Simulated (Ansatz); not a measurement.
Results of PBEsol+SOC (PAW; Ansatz, a quantum-chemistry and plane-wave program) for Ta2O5 (I4/mmm, No. 139, 7 atoms in the cell; start mp-1218001).

Settings: plane-wave cutoff 520 eV, 10×10×10 k mesh, Fermi–Dirac smearing 0.01 eV, PAW data made under PBE.

Cell (relaxed with PBEsol):

Space group I4/mmm (No. 139); a = b = 5.241 Å, c = 9.583 Å, α = β = γ = 90.00°

```tsv
atom	site	symmetry	x	y	z
Ta	4e	4mm	0.0000	0.0000	0.1966
O	2a	4/mmm	0.0000	0.0000	0.0000
O	8f	..2/m	0.2500	0.2500	0.2500
```
(The calculation used a cell of 7 atoms; values per cell refer to that cell.)

### Question
Predict the band gap.

### Answer

band gap: 1.57 eV (direct)

Note: cell and atoms aren't relaxed at this level (pressure -0.2 GPa).

Static lattice: no zero-point or thermal effects.

Computing time: roughly 5 core-minutes.

A start named mp-… is a Materials Project structure, which need not be a measured phase.
